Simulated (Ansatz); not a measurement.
System: NaF (model structure, started from the wurtzite type, P6₃/mmc, No. 194, 4 atoms in the cell). Method: r²SCAN (plane waves, PAW; Ansatz, a first-principles code).

Settings: plane-wave cutoff 560 eV, 12×12×8 k mesh (along the axes of the cell as run), Fermi–Dirac smearing 0.01 eV, scalar-relativistic PAW data made under PBE.

Cell (relaxed with PBEsol):

```
NaF
1.0
    3.89223     0.00000     0.00000
   -1.94612     3.37077     0.00000
    0.00000     0.00000     4.58412
Na F
2 2
Direct
  0.66667   0.33333   0.06261
  0.33333   0.66667   0.56261
  0.66667   0.33333   0.56259
  0.33333   0.66667   0.06259
```

What does this level give for the band gap?


* **band gap**: 6.27 eV (direct)

Note: the relaxation could raise the start's symmetry but not lower it, so the cell can be a saddle point; cell and atoms aren't relaxed at this level (pressure -0.8 GPa).

A model structure was made by putting elements into a prototype or built by hand; it is no filed structure, need not be a known phase, and can be a saddle point held by its symmetry.
